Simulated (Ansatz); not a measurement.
Input and output of a zone-centre phonon calculation for HfB₂ (P6/mmm, 3 atoms in the cell) (Ansatz, a first-principles code).

Method: PBE (plane waves, PAW; Ansatz).

```xyz
3
Lattice="1.5747 -2.7275 0.0000 1.5747 2.7275 0.0000 0.0000 0.0000 3.4904" Properties=species:S:1:pos:R:3 pbc="T T T"
Hf     0.0000     0.0000     0.0000
B      1.5747     0.9092     1.7452
B      1.5747    -0.9092     1.7452
```

Reference input (self-consistent single point, DFT, PBE, plane waves, default PAW files): basis.ecutwfc = 420 eV; kpoints.mp_grid.grid = 12 12 10; hamiltonian.xc = pbe; hamiltonian.pseudopotentials = {kind: paw} (the program's default PAW files); scf.occupations.method = gaussian; scf.occupations.width = 0.1 eV. This run's input differs from it in these lines:

```diff
@@ -22,6 +22,6 @@
     width: 0.1
-output:
-  forces: true
-  eigenvalues: true
-  stress: true
+  convergence:
+    dr2_threshold: 1.0e-09 eV
+phonons:
+  method: dfpt
```

Output, abridged:

```
SCF iter   1: F=—  HF=-16036.217073 eV  |F-HF|=—  |Δ(HF+E_count)|=         —  Δρ=1.75e-3  dr2=1.38e-3  ethr=1.77e-3  ⟨swp⟩=3.9  Hψ=19988  notcnv=0
all-band conjugate gradients solve this SCF's bands
preconditioner: auto → none
SCF iter   2: F=—  HF=-16036.216805 eV  |F-HF|=—  |Δ(HF+E_count)|=   2.68e-4  Δρ=1.01e-3  dr2=5.57e-4  ethr=4.30e-6  ⟨swp⟩=2.0  Hψ=8910  notcnv=0
   [... lines left out ...]
SCF iter   4: F=—  HF=-16036.216622 eV  |F-HF|=—  |Δ(HF+E_count)|=   8.72e-5  Δρ=6.66e-5  dr2=1.51e-6  ethr=4.98e-7  ⟨swp⟩=2.0  Hψ=9284  notcnv=0  defer=1
SCF iter   5: F=—  HF=-16036.216621 eV  |F-HF|=—  |Δ(HF+E_count)|=   5.83e-7  Δρ=1.66e-5  dr2=5.58e-8  ethr=4.72e-9  ⟨swp⟩=2.0  Hψ=8316  notcnv=0  defer=1
SCF iter   6: F=—  HF=-16036.216621 eV  |F-HF|=—  |Δ(HF+E_count)|=   4.50e-9  Δρ=4.20e-6  dr2=6.40e-9  ethr=1.74e-10  ⟨swp⟩=2.0  Hψ=8934  notcnv=0  defer=1
SCF iter   7: F=-16036.216621 eV  HF=-16036.216621 eV  |F-HF|=1.09e-11  |Δ(HF+E_count)|=   1.77e-9  Δρ=5.32e-7  dr2=2.40e-11  ethr=3.13e-12  ⟨swp⟩=6.5  Hψ=27529  notcnv=0
SCF 1 converged in 7 iterations: F = -16036.216621 eV  dr2 = 2.40e-11
DFPT response loops at Γ: preconditioner auto → Kerker (q_TF=auto, 2.758 Å⁻¹) (partly filled bands, converged f_vac=0.000) …
Free energy (F): -16036.216621 eV
Internal energy: -16036.214714 eV  (E = F + TS)
E sigma→0 (E₀):  -16036.215668 eV
Entropy (-TS):   -0.001907 eV (-0.636 meV/atom)
Fermi energy:    20.476142 eV
--- Phonons (Γ-DFPT): 4 representative perturbations + reference, on 258 of 1440 k-points (Σ response iterations 18) ---
  k mesh reduced under 4 symmetry operations, with k and −k counted as one. Each operation leaves every solved displacement unchanged or reverses it
  ASR residual: 2.106e-4 → 0.000e0 eV/Å²; symmetrization residual: 3.370e-7 eV/Å²
  ASR residual per site (eV/Å²): 2.11e-4 5.88e-5 5.88e-5
  Γ frequencies (cm⁻¹): 0.00 0.00 0.00 433.22 433.22 461.09 501.92 781.67 781.67
  non-analytic LO–TO correction: not included (Born effective charges unavailable; polar crystals: no LO–TO splitting at Γ)
```

The run converged in 7 iterations. 

Summary of the result:
- Free energy E − TS (on the zero of these files) = -16036.2166 eV
- Fermi level (on the code's own zero) = 20.48 eV
- Zone-centre frequencies (cm⁻¹; negative means imaginary) = 0, 0, 0, 433, 433, 461, 502, 782, 782

The starting cell has typed, rounded lattice constants, without a prior relaxation at this level. Its lattice was rescaled by up to half a per cent.

Cost on one core of a shared machine: roughly 70 s.

Keys are those of Ansatz 0.2.
